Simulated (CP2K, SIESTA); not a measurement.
A CP2K input for a self-consistent single point of TlCuO2 (P1, 8 atoms in the cell) (DFT PBEsol, GPW, DZVP-MOLOPT-SR-GTH basis, GTH-PBE potentials (GTH_POTENTIALS)):

```
&GLOBAL
  PROJECT bulk
  RUN_TYPE ENERGY_FORCE
  PRINT_LEVEL LOW
&END GLOBAL
&FORCE_EVAL
  METHOD Quickstep
  STRESS_TENSOR ANALYTICAL
  &DFT
    BASIS_SET_FILE_NAME BASIS_MOLOPT
    POTENTIAL_FILE_NAME GTH_POTENTIALS
    &QS
      METHOD GPW
      EPS_DEFAULT 1E-10
    &END QS
    &MGRID
      CUTOFF 600
      REL_CUTOFF 50
      NGRIDS 5
    &END MGRID
    &SCF
      SCF_GUESS ATOMIC
      EPS_SCF 1E-7
      MAX_SCF 100
      ADDED_MOS 12
      &DIAGONALIZATION
        ALGORITHM STANDARD
      &END DIAGONALIZATION
      &MIXING
        METHOD BROYDEN_MIXING
        ALPHA 0.3
        NBUFFER 8
        BETA 1
      &END MIXING
      &SMEAR ON
        METHOD GAUSSIAN
        SIGMA [eV] 0.05
      &END SMEAR
    &END SCF
    &KPOINTS
      SCHEME MONKHORST-PACK 9 9 3
    &END KPOINTS
    &XC
      &XC_FUNCTIONAL
        &PBE
          PARAMETRIZATION PBESOL
        &END PBE
      &END XC_FUNCTIONAL
    &END XC
    &PRINT
      &MO
        EIGENVALUES T
        OCCUPATION_NUMBERS T
        NDIGITS 8
        FILENAME mo
        &EACH
          QS_SCF 0
        &END EACH
        ADD_LAST NUMERIC
      &END MO
      &MULLIKEN OFF
      &END MULLIKEN
    &END PRINT
  &END DFT
  &SUBSYS
    &CELL
      ABC 3.53703000 3.53703014 11.77167000
      ALPHA_BETA_GAMMA 90.00000000 90.00000000 119.99999866
      PERIODIC XYZ
    &END CELL
    &COORD
      Tl      -0.01778065     0.00792745     5.90462259
      Tl      -0.02122041    -0.00821233     0.01017072
      Cu      -0.01675668     2.09368381     2.91810282
      Cu       1.80582713     1.02639686     8.85221344
      O       -0.02490246     2.08106360     4.69241132
      O        1.71978357     1.01232165     7.06390842
      O        1.82096208     1.03118151    10.64482689
      O        0.03963065     1.94511452     1.11457703
    &END COORD
    &KIND Tl
      BASIS_SET DZVP-MOLOPT-SR-GTH
      POTENTIAL GTH-PBE-q13
    &END KIND
    &KIND Cu
      BASIS_SET DZVP-MOLOPT-SR-GTH
      POTENTIAL GTH-PBE-q11
    &END KIND
    &KIND O
      BASIS_SET DZVP-MOLOPT-SR-GTH
      POTENTIAL GTH-PBE-q6
    &END KIND
  &END SUBSYS
  &PRINT
    &FORCES ON
    &END FORCES
    &STRESS_TENSOR ON
    &END STRESS_TENSOR
  &END PRINT
&END FORCE_EVAL
```

### Question
Translate this input to SIESTA.

### Answer
This is the input that was run; spellings and numerical settings could be chosen otherwise.

```
# files in the folder: Tl.psml Cu.psml O.psml (PseudoDojo PBEsol standard)
SystemName  TlCuO2
SystemLabel siesta

NumberOfAtoms                8
NumberOfSpecies              3
%block ChemicalSpeciesLabel
  1 81 Tl
  2 29 Cu
  3 8 O
%endblock ChemicalSpeciesLabel
LatticeConstant              1.0 Bohr
%block LatticeVectors
     6.684017995    0.000000000    0.000000000
    -3.342008997    5.788529696    0.000000000
     0.000000000    0.000000000   22.245232329
%endblock LatticeVectors
AtomicCoordinatesFormat      Fractional
%block AtomicCoordinatesAndAtomicSpecies
    -0.003733000    0.002588000    0.501596000  1
    -0.007340000   -0.002681000    0.000864000  1
     0.337015000    0.683505000    0.247892000  2
     0.678088000    0.335078000    0.751993000  2
     0.332652000    0.679385000    0.398619000  3
     0.651464000    0.330483000    0.600077000  3
     0.683148000    0.336640000    0.904275000  3
     0.328706000    0.635003000    0.094683000  3
%endblock AtomicCoordinatesAndAtomicSpecies

XC.functional                GGA
XC.authors                   PBEsol
PAO.BasisSize                DZP
PAO.EnergyShift              0.01 Ry
MeshCutoff                   300 Ry
%block kgrid.MonkhorstPack
    9   0   0  0.0
    0   9   0  0.0
    0   0   3  0.0
%endblock kgrid.MonkhorstPack
OccupationFunction           MP
OccupationMPOrder            0
ElectronicTemperature        50.0 meV

MaxSCFIterations             150
SCF.Mixer.Method             Broyden
SCF.Mixer.Weight             0.1
SCF.Mixer.History            6
SCF.DM.Tolerance             1.0E-04
Diag.ParallelOverK           true
WriteForces                  true
Charge.Mulliken              end
```

Basis settings and potentials, where a program has them, do not carry over. This input uses DFT, GGA PBEsol, numerical atomic orbitals DZP, PseudoDojo PBEsol standard norm-conserving potentials (rewritten from UPF to PSML).

The starting cell comes from a database of computed structures (which also holds hypothetical and non-ambient phases and stackings), without a prior relaxation at this level. For this run, on top of that: atoms moved at random.
